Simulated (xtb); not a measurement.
xtb 6.7.1, GFN2-xTB: Sn(Cl)(OAc)3 (CC(=O)[O][Sn]([Cl])([O]C(C)=O)[O]C(C)=O), 23 atoms. The geometry is a generated start, not checked to be a minimum at this level.

- run flags = --grad
- method = GFN2-xTB
- --acc = 1 (default)
- --etemp (K) = 300 (default)
- basis functions = 77
- valence electrons = 80

```xyz
23

C     -3.9486    -1.4576     0.1349
C     -2.6195    -0.8543    -0.3024
O     -1.5988    -1.5373    -0.0845
O     -2.6150     0.2535    -0.8372
Sn    -0.0982     0.1400    -0.9687
Cl    -0.2853     0.4622    -3.3049
O      1.4370     2.0808    -0.7194
C      0.7209     2.5475     0.1756
C      1.1222     3.8824     0.7921
O     -0.3221     2.0221     0.5914
O      1.4897    -1.6391    -1.2460
C      1.8981    -1.6033    -0.0694
C      2.9415    -2.6441     0.3223
O      1.5153    -0.8020     0.7827
H     -4.1520    -1.0871     1.1371
H     -3.8724    -2.5399     0.1551
H     -4.7310    -1.1263    -0.5401
H      0.6699     4.6658     0.1879
H      2.2023     3.9800     0.7624
H      0.7450     3.9425     1.8082
H      2.4134    -3.5804     0.4881
H      3.6424    -2.7704    -0.4971
H      3.4453    -2.3349     1.2319
```

One run each on 1 thread. Values of broydamp tried: 0.02, 0.05, 0.1, 0.2, 0.4 (default), 0.6, 0.8, 1.

**Question.** How does the count of SCC iterations change with broydamp, and where is it least?

**Answer.** Fewest SCC iterations, within one of each other: 0.2 with 18, 0.4 (default) with 19. The count rises to 31 at 0.02. All converge to one solution.

```tsv
broydamp	SCC iterations	end
0.02	31	same solution
0.05	25	same solution
0.1	22	same solution
0.2	18	same solution
0.4 (default)	19	same solution
0.6	22	same solution
0.8	25	same solution
1	29	same solution
```
